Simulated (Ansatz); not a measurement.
Reference: K$_{2}$Se (Fm-3m), PBEsol, rigid bands (plane waves, PAW, scalar-relativistic; Ansatz, a quantum-chemistry and plane-wave program); geometry: cell and atoms relaxed with PBEsol.

```xyz
3
Lattice="0.0000 3.8049 3.8049 3.8049 0.0000 3.8049 3.8049 3.8049 0.0000" Properties=species:S:1:pos:R:3 pbc="T T T"
K      1.9025     1.9025     1.9025
K      5.7074     5.7074     5.7074
Se     0.0000     0.0000     0.0000
```

* **band gap**: 2.11 eV
* **electron conductivity mass**: 0.33 mₑ
* **Seebeck coefficient, n-type 1e19 cm⁻³**: -163 μV/K

Replace Se by S on the same sites and relax. What happens?

K$_{2}$S (Fm-3m): volume per atom 36.7 to 32.9 Å³; band gap rises (2.11 eV to 2.35 eV); electron conductivity mass rises (0.33 mₑ to 0.36 mₑ); Seebeck coefficient, n-type 1e19 cm⁻³ rises in size (-163 μV/K to -175 μV/K).

Replace K by Li on the same sites and relax. What happens?

Li2Se (Fm-3m): volume per atom 36.7 to 17.5 Å³; band gap rises (2.11 eV to 2.82 eV); electron conductivity mass rises (0.33 mₑ to 0.38 mₑ); Seebeck coefficient, n-type 1e19 cm⁻³ rises in size (-163 μV/K to -271 μV/K).

Replace Se by Pt on the same sites and relax. What happens?

K₂Pt (Fm-3m): volume per atom 36.7 to 34.8 Å³; band gap falls (2.11 eV to 1.40 eV); electron conductivity mass rises (0.33 mₑ to 0.51 mₑ); Seebeck coefficient, n-type 1e19 cm⁻³ rises in size (-163 μV/K to -328 μV/K).

Moves up to 5 % count as about the same. Masses are for dilute carriers at 300 K, harmonic means over directions unless an axis is named. Seebeck coefficients are for the stated density at 300 K, with one relaxation time for all states and whether or not that doping can be reached. Spin-orbit coupling is left out.

Formula and space group known from diffraction (Crystallography Open Database), not checked to be the room-temperature form: K2S (Fm-3m), K2Se (Fm-3m), Li2Se (Fm-3m). Computed structure with no diffraction record at hand here (it may be known, metastable or hypothetical): K2Pt (Fm-3m). The missing spin-orbit coupling matters most for K2Pt (Fm-3m).
